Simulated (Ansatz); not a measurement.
MnCoGe: non-magnetic

Base system: MnCoGe (space group P6_3/mmc, No. 194; a = 4.0203 Å, c = 5.0179 Å; ferromagnetic; a cell from a computed database, its experimental status unchecked).

One thing is altered: spin polarisation is switched off and the cell is relaxed again.

The values are results of plane-wave PAW DFT at the PBEsol level (Ansatz, a quantum-chemistry and plane-wave program, 420 eV), spin-orbit coupling left out, not measurements. Settings: 13×13×10 k-points, 0.05 eV Fermi–Dirac smearing, for the changed cell.

```tsv
quantity	base	changed	shift
volume per atom	11.71 Å³	11.29 Å³	-0.412 Å³
lattice parameter a	4.020 Å	4.012 Å	-0.008 Å
c/a ratio	1.248	1.212	-0.036
shortest interatomic distance	2.321 Å	2.316 Å	-0.005 Å
energy relative to the base (σ→0) (to 0.01 eV only: unlike meshes or grids)	0.00 eV/atom	+0.17 eV/atom	+0.17 eV/atom
band gap	zero	zero	–
```

Other magnetic orders, which the real material may have, were not ruled out. Stability against distortions was not tested. Spin-polarised in the final run: base; the other runs are not. MnCoGe has a high density of states at the Fermi level and may be magnetic at this level.
